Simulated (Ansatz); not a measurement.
**CdSe: pressure series**

Consider CdSe in the zinc blende structure (space group F-43m, No. 216; a = 6.007 Å).

Cell and atoms are relaxed at each pressure.

Level of theory: Ansatz (a program for electronic structure) LDA, spin-orbit coupling left out.

| pressure (GPa) | band gap (eV) |
|---|---|
| -2 | 0.33 |
| -1 | 0.37 |
| 0 | 0.41 |
| 0.9 | 0.43 |
| 2.1 | 0.47 |
| 4.5 | 0.54 |
| 9 | ? |
| 15 | 0.73 |

Question: Fit E_g = E₀ + αP + βP² to the rows shown and predict the withheld row.

Answer: Least squares on the printed values gives E₀ = 0.40 eV, α = 33.9 meV/GPa, β = -0.81 meV/GPa² (largest residual 0.01 eV); this predicts 0.64 eV, and the run gives 0.63 eV, in agreement.

Load acts through the strain it causes; cell and atoms are relaxed under it. Stability against distortions was not tested. Tetrahedral semiconductors of this kind turn to denser phases somewhere between about 1 and 50 GPa; those were not computed, so compressed cells here can lie past the real transition.
